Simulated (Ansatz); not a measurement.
Abridged Ansatz (an electronic-structure program) output:

```
Relaxation: its limit of steps is 50 (relax.max_steps)
Pseudopotential: Nb, paw, valence charge 13
Crystal: 1 atoms, lattice volume = 17.031 Å³
Basis set: ecut = 420 eV, 321 PW (Γ), exchange–correlation on 64×64×40 points (8 copies of the dense FFT grid, shifted against one another)
Bands: 11, of which v1, the nominal top of the filled ones, is band 7 counted from 1 (6 counted from 0)
Symmetry: 12 space group operations
k-points: 2045 of 21952
Functional: x = slater, c = lda
SCF iter   1: F=—  HF=-4442.621362 eV  |F-HF|=—  |Δ(HF+E_count)|=         —  Δρ=6.68e-3  dr2=2.22e-3  ethr=1.77e-3  ⟨swp⟩=5.0  Hψ=132492  notcnv=0
SCF iter   2: F=—  HF=-4442.620898 eV  |F-HF|=—  |Δ(HF+E_count)|=   4.64e-4  Δρ=3.18e-3  dr2=4.13e-4  ethr=1.71e-5  ⟨swp⟩=1.7  Hψ=42239  notcnv=0
SCF 1 converged in 6 iterations: F = -4442.620817 eV  dr2 = 6.06e-9
relax step   1: F+E_penalty+E_count = -4442.62081750 eV  Δ(F+E_penalty+E_count) = +0.000e0 eV  max|allowed force component| = 0.000e0 eV/Å  Δτ_max = 0.0000 Å  P = +1.212 GPa  Ω = 17.031 Å³  fix = [a, b, gamma]  reactions: a +1.256, b +1.256 GPa  (6 SCF iters, dr2 threshold 1.00e-7 eV, accepted)
[... steps on the carried basis left out ...]
relax step   3: F+E_penalty+E_count = -4442.62113241 eV  Δ(F+E_penalty+E_count) = -3.556e-5 eV  max|allowed force component| = 0.000e0 eV/Å  Δτ_max = 0.0000 Å  P = +0.163 GPa  Ω = 17.124 Å³  energy of the carried Pulay correction = -1.050e-5 eV  fix = [a, b, gamma]  reactions: a +0.247, b +0.247 GPa  (3 SCF iters, dr2 threshold 1.00e-7 eV, accepted)
Crystal: 1 atoms, lattice volume = 17.124 Å³
SCF iter   1: F=—  HF=-4442.621143 eV  |F-HF|=—  |Δ(HF+E_count)|=         —  Δρ=3.40e-5  dr2=2.34e-8  ethr=4.30e-8  ⟨swp⟩=3.2  Hψ=198320  notcnv=0
SCF iter   2: F=—  HF=-4442.621143 eV  |F-HF|=—  |Δ(HF+E_count)|=   7.88e-8  Δρ=1.68e-5  dr2=5.45e-9  ethr=1.80e-10  ⟨swp⟩=1.3  Hψ=24538  notcnv=0
SCF 4 converged in 4 iterations: F = -4442.621143 eV  dr2 = 8.27e-14
SCF converged after 4 iterations
Free energy (F): -4442.621143 eV
Internal energy: -4442.575570 eV  (E = F + TS)
E sigma→0 (E₀):  -4442.598357 eV
Entropy (-TS):   -0.045573 eV (-45.573 meV/atom)
Fermi energy:    18.584174 eV
--- Forces (eV/Å), atoms counted from 1 ---
  atom   1  Nb     0.00000000     0.00000000     0.00000000
--- Stress (GPa, compression-positive) ---
        0.247091      -0.000000       0.000000
       -0.000000       0.247091       0.000000
        0.000000       0.000000      -0.002026
  P = ⅓ Tr σ = 0.1641 GPa (1.641 kbar)
--- Relaxed structure (3 steps of the walk, 3 accepted, 1 SCFs on fresh bases) ---
  cell:  # Å, volume = 17.1244 Å³
    - [4.574664580712074, 2.8867432609242607e-11, 1.6227223013663473e-10]
    - [2.287332290331037, 3.9617757407039775, 1.5140236361966645e-10]
    - [2.287332290330854, -1.3205919135655055, 0.9448595063848989]
  atoms:
    - { symbol: Nb, position: [0.0, 0.0, 0.0] }
```

Problem. What was computed, and what are the main results?

Solution. Nb, 1 atom in the cell, with LDA (Ansatz), without spin-orbit coupling. The last SCF converged to F = -4442.621143 eV, or -4442.6211 eV per atom, at a pressure of 0.16 GPa. The total energy compares only with runs of the same code, potentials and settings.

The cells carry an imposed strain or load. Whether these cells are dynamically stable was not tested. All final runs are without spin polarisation. The cell was made from Nb in the bcc (W type) structure (space group Im-3m, No. 229) by this change: biaxial strain −0.42 %, plane normal [111], relaxed out of plane.

Keys are those of Ansatz 0.2.
